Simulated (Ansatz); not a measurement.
**Pressure series in hypothetical diamond Fe**

Consider Fe in the diamond structure (space group Fd-3m, No. 227; non-magnetic; a hypothetical phase, not in the database extracts checked).

```xyz
2
Lattice="0.0000 2.4367 2.4367 2.4367 0.0000 2.4367 2.4367 2.4367 0.0000" Properties=species:S:1:pos:R:3 pbc="T T T"
Fe     1.2184     1.2184     1.2184
Fe     0.0000     0.0000     0.0000
```

Cell and atoms are relaxed at each pressure.

Level of theory: DFT with PBE, PAW potentials and a 420 eV plane-wave cutoff in Ansatz (a quantum-chemistry and plane-wave program), no SOC.

| P (GPa) | V (Å³/atom) |
|---|---|
| -1.99 | 14.660 |
| -0.99 | 14.562 |
| 0.30 | 14.440 |
| 0.70 | 14.404 |
| 1.50 | 14.332 |
| 3.00 | 14.202 |
| 5.00 | 14.039 |
| 7.50 | 13.848 |
| 10.00 | 13.670 |

**Question.** Fit a third-order Birch–Murnaghan equation of state.

**Answer.** Least squares on P(V) = (3B₀/2)[(V₀/V)^(7/3) − (V₀/V)^(5/3)]·[1 + (3/4)(B₀′ − 4)((V₀/V)^(2/3) − 1)] gives V₀ = 14.47 Å³/atom, B₀ = 155 GPa and B₀′ = 4.5.

Load acts through the strain it causes; cell and atoms are relaxed under it. Whether these cells are dynamically stable was not tested. No other phases were tried under pressure. Seeded moments were not kept for the base. The final runs are not spin-polarised.
